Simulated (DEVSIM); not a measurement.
Device: illuminated Si n-on-p cell, one wavelength, at 300 K.

Layer 1 from the left is Si, thickness (μm) 0.110, Nd (cm⁻³) 7.7e17, τn (s) 2.8e-6, τp (s) 3.1e-7, absorption coefficient (cm⁻¹) 44000. Layer 2 from the left is Si, thickness (μm) 22.0, Na (cm⁻³) 2.5e15, τn (s) 4.1e-6, τp (s) 4.1e-6, absorption coefficient (cm⁻¹) 44000.

Left contact: ohmic, minority hole recombination velocity 8e5 cm/s. Right contact: ohmic, minority electron recombination velocity 2e6 cm/s. Voltage is applied to the left contact. Recombination: SRH at mid-gap, radiative, Auger. Light enters at the left, 6.5e18 photons cm⁻² s⁻¹, one pass, no reflection. Mobility is μmin + (μ − μmin)/(1 + (N/Nref)^α).

This is a model device: material constants are rounded textbook-type values typed into the input, and sizes, dopings and lifetimes were drawn at random. Values at 300 K.

Si: gap (eV) 1.124, affinity (eV) 4.05, permittivity 11.7, Nc (cm⁻³) 2.86e19, Nv (cm⁻³) 3.1e19, μn (cm²/Vs) 1417, μp (cm²/Vs) 470, μn,min 52, μp,min 45, Nref,n 9.7e16, Nref,p 2.2e17, αn 0.68, αp 0.72, B (cm³/s) 4.7e-15, Cn (cm⁶/s) 2.8e-31, Cp (cm⁶/s) 9.9e-32.

DEVSIM, 1D drift-diffusion, Boltzmann statistics, complete ionisation; no tunnelling, impact ionisation, image-force lowering or self-heating.

What does the simulation give for the open-circuit voltage, the dark forward voltage at 1 A/cm², the fill factor?

open-circuit voltage 0.584 V; dark forward voltage at 1 A/cm² 0.592 V; fill factor 0.82.
